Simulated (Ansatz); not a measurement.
**KI: response to strain**

Take KI in the rock salt structure (space group Fm-3m, No. 225; a = 7.006 Å) as the base. Axes: x, y, z lie along the cube axes.

Strains are applied to the cell and any free atomic positions relax; under biaxial strain the out-of-plane vector relaxes too.

The values are results of PBEsol (Ansatz, a quantum-chemistry and plane-wave program, PAW, without spin-orbit coupling), not measurements.

Candidates:
(a) biaxial strain +2.50 %, plane normal [001], relaxed out of plane
(b) biaxial strain −1.00 %, plane normal [001], relaxed out of plane
(c) biaxial strain −3.00 %, plane normal [001], relaxed out of plane
(d) biaxial strain −2.50 %, plane normal [001], relaxed out of plane

Problem. Order them by out-of-plane strain, highest first.

Solution. (c) biaxial strain −3.00 %, plane normal [001], relaxed out of plane (+0.71 %), (d) biaxial strain −2.50 %, plane normal [001], relaxed out of plane (+0.60 %), (b) biaxial strain −1.00 %, plane normal [001], relaxed out of plane (+0.26 %), (a) biaxial strain +2.50 %, plane normal [001], relaxed out of plane (-0.57 %)

Whether these cells are dynamically stable was not tested.
